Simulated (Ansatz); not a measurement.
# Si: isotropic strain −2.00 %

The parent structure is Si in the diamond structure (space group Fd-3m, No. 227; a = 5.444 Å).

One thing is altered: the cell is scaled by 0.9800 in all directions; the atoms relax in the strained cell.

The values are results of Ansatz (a quantum-chemistry and plane-wave program) r2SCAN, no spin-orbit coupling, not measurements. Settings: 10×10×10 k-points, 0.05 eV Fermi–Dirac smearing.

```csv
quantity,base,changed,shift
volume per atom,20.17 Å³,18.99 Å³,-1.186 Å³
space group,Fd-3m (No. 227),Fd-3m (No. 227),–
shortest interatomic distance,235.7 pm,231.0 pm,-4.7 pm
energy relative to the base (free energy F),0 meV/atom,+23 meV/atom,+23 meV/atom
pressure,0.00 GPa,6.66 GPa,+6.669 GPa
band gap,0.78 eV,0.66 eV,-0.114 eV
gap character,"indirect, Γ → Γ–X (87 % along)","indirect, Γ → Γ–X (87 % along)",–
smallest direct gap,2.74 eV,2.76 eV,+0.02 eV
mean gap deformation potential ΔEg/Δln V,–,+1.9 eV,–
electron mass,"0.91 mₑ along k, 0.19 mₑ across (off the special points)","0.92 mₑ along k, 0.19 mₑ across (off the special points)",–
"valley order (the lowest conduction-band minima on the path, energy above the VBM, named in the base's zone)","a point along ⟨100⟩, about 1.0 Å⁻¹ from Γ 0.78 eV; L along ⟨111⟩ 1.84 eV","a point along ⟨100⟩, about 1.0 Å⁻¹ from Γ 0.66 eV; L along ⟨111⟩ 2.07 eV",–
```

Final structure:

```
CELL_PARAMETERS angstrom
      0.00000     2.66771     2.66771
      2.66771     0.00000     2.66771
      2.66771     2.66771     0.00000
ATOMIC_POSITIONS crystal
  Si 0.00000 0.00000 0.00000
  Si 0.25000 0.25000 0.25000
```

Effective masses come from finite differences of ±0.01 Å⁻¹. Along k means along the line from Γ to the band edge. Stability against distortions was not tested.
